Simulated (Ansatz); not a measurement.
Smallest direct gap on the k points sampled of GePbS₃ (P2₁/c, No. 14; structure not from a measured cell) at several levels of theory

No measured value is used here.

| level (code) | value (eV) |
|---|---|
| LDA (Ansatz) | 1.73 |
| PBEsol (Ansatz) | (withheld) |
| r²SCAN (Ansatz) | 2.20 |
| HSE06 (Ansatz) | 2.81 |
| PBE0 (Ansatz) | 3.48 |

### Question
Some entries are withheld; supply them.

### Answer

- PBEsol (Ansatz, a quantum-chemistry and plane-wave program), value (eV): 1.79

Computed values are for a static lattice. Levels without +SOC have no spin–orbit coupling; where heavier elements are present it shifts gaps, mostly down, and can invert bands.  Values are at the PBEsol cell. Cutoffs and k meshes differ between the levels. Ansatz's density-functional and Hartree–Fock values are scalar-relativistic unless marked +SOC, with PAW data made under PBE.
